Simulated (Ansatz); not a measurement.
# fluorite-type CoSi2 (1 1 0) on zinc-blende BN (1 1 0) (film strained to the substrate, started from cuts of the bulks and a machine-learned relaxation; slabs B24N24 and Co6Si12, which can lie off the formulas)

A periodic stack without vacuum, fluorite-type CoSi2 (1 1 0) on zinc-blende BN (1 1 0) (film strained to the substrate, started from cuts of the bulks and a machine-learned relaxation; slabs B24N24 and Co6Si12, which can lie off the formulas): substrate slab B24N24, film Co6Si12, surface cells [[0, 2], [-1, 0]] and [[1, 0], [0, 1]], film strained by -4.4 and -4.4 %, outermost planes BN/BN and CoSi/CoSi as cut, which need not be the usual terminations and can put a slab off its formula.

The start was prepared with a machine-learned potential, and the result is one local minimum, with the in-plane cell held and forces under 0.04 eV/Å; the film can end far from its bulk form.

Calculation: PBE (plane waves to 420 eV, PAW; Ansatz, an electronic-structure program). Spin–orbit coupling is left out; the runs are not spin-polarised; PBE gaps are too small against experiment. Its k-point mesh 5×7×1, Fermi–Dirac width 0.05 eV.

* **interface area**: 18.6 Å²
* **period**: 27.66 Å
* **heights between the nearest atoms of the two slabs at the two interfaces**: 1.76 and 1.76 Å
* **B–Co contacts across the interfaces within 1.22 times the sum of covalent radii**: 4, mean 2.25 Å
* **Co–N contacts across the interfaces within 1.22 times the sum of covalent radii**: 2, mean 1.89 Å
* **hole barrier (PBE)**: 1.58 eV
* **electron barrier (PBE)**: 2.89 eV

```
CELL_PARAMETERS angstrom
      5.12485    -0.00014     0.13365
     -0.00046     3.62479     0.01897
      3.12166    -0.14673    27.75476
ATOMIC_POSITIONS crystal
  B  0.15479 0.11335 0.08030
  B  0.65456 0.12337 0.08061
  B  0.43547 0.63670 0.03698
  B  0.93902 0.63671 0.03699
  B  0.58485 0.11548 0.17361
  B  0.08486 0.11536 0.17360
  B  0.86996 0.61674 0.12730
  B  0.36918 0.61675 0.12729
  B  0.01539 0.11556 0.26626
  B  0.51540 0.11559 0.26626
  B  0.30013 0.61567 0.21991
  B  0.80015 0.61567 0.21991
  B  0.44594 0.11578 0.35890
  B  0.94595 0.11578 0.35891
  B  0.73069 0.61563 0.31256
  B  0.23069 0.61560 0.31255
  B  0.87691 0.11695 0.45152
  B  0.37612 0.11694 0.45152
  B  0.16123 0.61552 0.40521
  B  0.66123 0.61565 0.40521
  B  0.30703 0.13695 0.54182
  B  0.81057 0.13702 0.54183
  B  0.59150 0.62363 0.49821
  B  0.09129 0.61361 0.49851
  N  0.68584 0.85076 0.03887
  N  0.18817 0.86124 0.03575
  N  0.40329 0.36183 0.08042
  N  0.90611 0.36181 0.08042
  N  0.11939 0.86526 0.12754
  N  0.61952 0.86626 0.12736
  N  0.83485 0.36533 0.17353
  N  0.33497 0.36534 0.17352
  N  0.55011 0.86554 0.21995
  N  0.05009 0.86560 0.21998
  N  0.26543 0.36556 0.26622
  N  0.76541 0.36555 0.26623
  N  0.98066 0.86559 0.31259
  N  0.48067 0.86559 0.31259
  N  0.69597 0.36564 0.35887
  N  0.19600 0.36571 0.35884
  N  0.41123 0.86550 0.40529
  N  0.91111 0.86550 0.40529
  N  0.12669 0.36546 0.45128
  N  0.62656 0.36647 0.45146
  N  0.84278 0.86206 0.49840
  N  0.33996 0.86205 0.49839
  N  0.56020 0.35104 0.53995
  N  0.05790 0.36149 0.54306
  Co 0.95364 0.73127 0.68201
  Co 0.51003 0.24009 0.60684
  Co 0.84577 0.73433 0.82573
  Co 0.40028 0.23440 0.75310
  Co 0.73602 0.73999 0.97198
  Co 0.29241 0.23119 0.89681
  Si 0.21595 0.23233 0.68310
  Si 0.24459 0.74094 0.61440
  Si 0.76405 0.74103 0.61442
  Si 0.68970 0.23231 0.68311
  Si 0.10841 0.23483 0.82425
  Si 0.13764 0.73489 0.75458
  Si 0.66070 0.73492 0.75458
  Si 0.58534 0.23485 0.82426
  Si 0.00150 0.24087 0.96441
  Si 0.03013 0.73224 0.89572
  Si 0.55640 0.73222 0.89572
  Si 0.48201 0.24087 0.96440
```
